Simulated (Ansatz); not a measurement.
Structures of equal composition on the (100) surface of rock-salt TiC: Mo on all Ti sites of the second plane; Mo on all Ti sites of the top plane. The slabs share one bottom face, and each structure is named by its start. These are constructed structures in small cells; real faces may alloy, dewet or reconstruct in larger ones, and not all known structures of the face are among them. Slabs of about 10 Å, Fermi-Dirac smearing of 0.1 eV. Bottom of the slabs: a bare face, its two planes held. Relaxed from the named starts with such symmetry as they have, on meshes of like density; energies extrapolated to zero smearing; spin only where a row says so; no spin-orbit coupling, no U. Brackets mark spin-polarised runs, whose order is one that fits the cell.

Computed with r2SCAN, at the PBE geometry (plane waves to 500 eV, PAW; Ansatz, a program for electronic structure).

Q: Put the candidates in order of energy per 1x1 cell, lowest first, for r2SCAN, at the PBE geometry.

A: Mo on all Ti sites of the top plane (0.000 eV), Mo on all Ti sites of the second plane (0.374 eV)
